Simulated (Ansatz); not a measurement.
Hf, response to strain

Start from Hf in the hcp (Mg type) structure (space group P6_3/mmc, No. 194; a = 3.158 Å, c = 5.004 Å; relaxed with 0.1 eV smearing). Axes: x lies along a and z along c of the hexagonal cell.

Strains are applied to the cell and any free atomic positions relax; under biaxial strain the out-of-plane vector relaxes too.

Computed with Kohn–Sham DFT with the PBEsol functional, run in Ansatz (a program for electronic structure) with PAW and 420 eV plane waves, spin-orbit coupling left out.

Candidates:
(a) biaxial strain +3.00 %, plane normal [001], relaxed out of plane
(b) biaxial strain −1.00 %, plane normal [001], relaxed out of plane
(c) biaxial strain −2.00 %, plane normal [001], relaxed out of plane
(d) biaxial strain +1.50 %, plane normal [001], relaxed out of plane
(e) biaxial strain +2.00 %, plane normal [001], relaxed out of plane

Question: Order them by out-of-plane strain, highest first.

Answer: (c) biaxial strain −2.00 %, plane normal [001], relaxed out of plane (+1.49 %), (b) biaxial strain −1.00 %, plane normal [001], relaxed out of plane (+0.73 %), (d) biaxial strain +1.50 %, plane normal [001], relaxed out of plane (-1.03 %), (e) biaxial strain +2.00 %, plane normal [001], relaxed out of plane (-1.36 %), (a) biaxial strain +3.00 %, plane normal [001], relaxed out of plane (-2.03 %)

No phonon test of stability was made. All final runs are without spin polarisation.
